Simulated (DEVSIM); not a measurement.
Structure: Ni/Al2O3/n-Si capacitor, at 300 K.

```
layer (left to right)  material  thickness (nm)  Nd (cm⁻³)
---------------------  --------  --------------  ---------
1                         Al2O3            4.50          -
2                            Si           11000     2.8e15
```

Metal gate on the left, work function 5.1 eV. Fixed charge at the semiconductor interface -1.6e10 cm⁻² (in units of +e); interface traps 1.4e10 cm⁻² eV⁻¹, uniform in energy, neutral level at 0.3 of the gap above the valence band.

Constants are typed, rounded textbook-type inputs, not results; the design itself was drawn at random and stands for no fabricated device. Values at 300 K.

```csv
parameter,Al2O3,Si
gap (eV),6.8,1.124
affinity (eV),1.35,4.05
permittivity,9,11.7
Nc (cm⁻³),-,2.86e19
Nv (cm⁻³),-,3.1e19
```

Simulated with DEVSIM: 1D Poisson equation in equilibrium, Boltzmann statistics, complete ionisation; no quantum confinement or tunnelling. Metal contacts follow the ideal Schottky-Mott rule: no Fermi-level pinning, no interface dipoles.

Base results: minimum of the low-frequency capacitance (μF/cm²) 0.0241; threshold voltage (band bending 2φF) (V) 0.15; capacitance of the dielectric stack (μF/cm²) 1.77; flat-band voltage (V) 0.81.

**Question.** What follows from this one change: Al2O3 thickness 0.0045 → 0.0038 μm?

**Answer.** minimum of the low-frequency capacitance little changed (0.0241 μF/cm²); threshold voltage (band bending 2φF) little changed (0.16 V); capacitance of the dielectric stack 1.77 → 2.10 μF/cm²; flat-band voltage little changed (0.81 V).

**Question.** What follows from this one change: interface trap density 1.4e+10 → 1e+11 cm^-2 eV^-1?

**Answer.** minimum of the low-frequency capacitance 0.0241 → 0.0374 μF/cm²; threshold voltage (band bending 2φF) little changed (0.15 V); capacitance of the dielectric stack little changed (1.77 μF/cm²); flat-band voltage little changed (0.82 V).

**Question.** What follows from this one change: gate work function 5.1 → 4.95 eV?

**Answer.** minimum of the low-frequency capacitance 0.0241 → 0.0235 μF/cm²; threshold voltage (band bending 2φF) 0.15 → 0.00 V; capacitance of the dielectric stack little changed (1.77 μF/cm²); flat-band voltage 0.81 → 0.66 V.

**Question.** What follows from this one change: substrate doping 2.8e+15 → 2.8e+14 cm^-3?

**Answer.** minimum of the low-frequency capacitance 0.0241 → 0.00997 μF/cm²; threshold voltage (band bending 2φF) 0.15 → 0.22 V; capacitance of the dielectric stack little changed (1.77 μF/cm²); flat-band voltage 0.81 → 0.75 V.
